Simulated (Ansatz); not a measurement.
## One base run on CdSe6Ge2Na2 (Cc, 22 atoms in the cell) and variants with one or two settings moved

```yaml
crystal:
  lattice:
    - [3.70191, -6.43018, 0.00000]
    - [3.70191, 6.43018, 0.00000]
    - [-1.80722, 0.00000, 11.63500]
  atoms:
    - { symbol: Cd, position: [0.98547, 0.48559, 0.47217] }
    - { symbol: Cd, position: [0.48559, 0.98547, 0.97217] }
    - { symbol: Se, position: [0.71742, 0.60438, 0.45492] }
    - { symbol: Se, position: [0.60438, 0.71742, 0.95492] }
    - { symbol: Se, position: [0.25995, 0.12465, 0.52639] }
    - { symbol: Se, position: [0.12465, 0.25995, 0.02639] }
    - { symbol: Ge, position: [0.90613, 0.95227, 0.44535] }
    - { symbol: Ge, position: [0.95227, 0.90613, 0.94535] }
    - { symbol: Se, position: [0.72736, 0.10384, 0.50140] }
    - { symbol: Se, position: [0.10384, 0.72736, 0.00140] }
    - { symbol: Se, position: [0.22133, 0.53127, 0.31589] }
    - { symbol: Se, position: [0.53127, 0.22133, 0.81589] }
    - { symbol: Se, position: [0.22547, 0.65713, 0.66457] }
    - { symbol: Se, position: [0.65713, 0.22547, 0.16457] }
    - { symbol: Ge, position: [0.25181, 0.97399, 0.69346] }
    - { symbol: Ge, position: [0.97399, 0.25181, 0.19346] }
    - { symbol: Se, position: [0.95795, 0.95345, 0.25267] }
    - { symbol: Se, position: [0.95345, 0.95795, 0.75267] }
    - { symbol: Na, position: [0.37160, 0.96880, 0.30870] }
    - { symbol: Na, position: [0.96880, 0.37160, 0.80870] }
    - { symbol: Na, position: [0.55900, 0.57220, 0.68140] }
    - { symbol: Na, position: [0.57220, 0.55900, 0.18140] }
```

Base run A: PBEsol, default PAW files made with PBE (Ansatz, a quantum-chemistry and plane-wave program), self-consistent single point.

Its settings: basis.ecutwfc = 420 eV; kpoints.mp_grid.grid = 3 3 2; hamiltonian.xc = pbesol; hamiltonian.pseudopotentials = {kind: paw} (the program's default PAW files); scf.occupations.method = gaussian; scf.occupations.width = 0.1 eV.

The starting cell comes from a database of published, mostly measured structures (it also holds non-ambient and calculated ones), without a prior relaxation at this level. Its lattice was rescaled by a random factor within 2.5 % of one. In the base run, with a pressure of about 5 GPa the cell is away from its equilibrium volume at this level. In the base run, forces exceed 1 eV/Å. Ansatz's pressure includes its estimate of the finite-basis (Pulay) stress.

ΔF is the free energy per atom less that of run A. A dash stands where there is no value to compare (another energy zero or no entropy term, no result, no spin, no clean gap, or a mesh too coarse for one). Absolute energies have different zeros for different potentials, functionals, Hubbard and dispersion terms and are not compared across them.

Runs:
- B: hamiltonian.dispersion: default → d3bjatm [PBEsol-D3BJ-ATM]
- C: kpoints.mp_grid.shift: default → 0 0 0.5
- D: crystal.symmetry.detect: default → false
- E: scf.occupations.width: 0.1 eV → 0.5 eV
- F: scf.eigensolver.kind: default (the program chose band_cg) → davidson
- G: scf.mixing.preconditioner: default (the program chose Resta) → kerker; scf.mixing.q_tf: default → 0.2
- H: scf.mixing.algorithm: default (the program chose MSR1) → anderson; scf.mixing.beta: default → 0.05

| run | ΔF (meV/atom) | pressure (GPa) | largest force (eV/Å) | gap on the mesh (eV) | k-points |
|---|---|---|---|---|---|
| A | 0.00 | 5.33 | 1.165 | 1.822 | 8 |
| B | – | 3.79 | 1.170 | 1.822 | 8 |
| C | -0.15 | 5.33 | 1.165 | 1.969 | 6 |
| D | 0.00 | 5.33 | 1.165 | 1.822 | 10 |
| E | -0.02 | 5.33 | 1.166 | – | 8 |
| F | 0.00 | 5.33 | 1.165 | 1.822 | 8 |
| G | 0.00 | 5.33 | 1.165 | 1.822 | 8 |
| H | 0.00 | 5.33 | 1.165 | 1.822 | 8 |

Run B against A: The pressure goes from 5.33 to 3.79 GPa, the largest force hardly changes (1.165 to 1.170 eV/Å) and the gap on the mesh stays at 1.822 eV.

Run C against A: The free energy is nearly the same (within 1 meV/atom), the pressure stays at 5.33 GPa, the largest force stays at 1.165 eV/Å and the gap on the mesh goes from 1.822 to 1.969 eV.

Run E against A: The free energy is nearly the same (within 1 meV/atom), the pressure stays at 5.33 GPa and the largest force moves little (1.165 to 1.166 eV/Å).

Keys are those of Ansatz 0.2.
